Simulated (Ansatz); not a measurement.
MoSeS (P-3m1, No. 164, 6 atoms in the cell; start mp-1221404): properties by level of theory

```tsv
level (code)	equilibrium lattice constant a (Å)	lattice parameter c (Å)	cohesive energy (eV/atom)	band gap (eV)
LDA (Ansatz)	3.190	12.569	6.02	0.53
PBEsol (Ansatz)	3.206	13.289	5.33	0.89
r²SCAN (Ansatz)	3.252	13.563	4.55	1.07
r²SCAN+rVV10 (Ansatz)	3.241	12.874	4.78	0.86
```

Computed values are for a static lattice. Spin–orbit coupling is included only where a level's name says +SOC; with heavier elements it mostly lowers gaps and can invert bands. The crystal itself was run without spin with LDA, PBEsol, r²SCAN, r²SCAN+rVV10; a magnetic state was not tried in these runs. Each level is taken at its own relaxed cell. Cutoffs differ between the levels. Ansatz's density-functional and Hartree–Fock values are scalar-relativistic unless marked +SOC, with PAW data made under PBE.

Caveats: the relaxation could not lower the start's symmetry, so the cell can be a saddle point above a distorted one (LDA, PBEsol, r²SCAN, r²SCAN+rVV10). Ansatz's density-functional and Hartree–Fock values are scalar-relativistic unless marked +SOC, with PAW data made under PBE.

Free atoms are spin-polarised, in the lowest state found; at levels without +SOC their spin–orbit coupling is left out.

Static lattice: no zero-point or thermal effects.

A start named mp-… is a Materials Project structure, which need not be a measured phase.

Ansatz is a quantum-chemistry and plane-wave program.
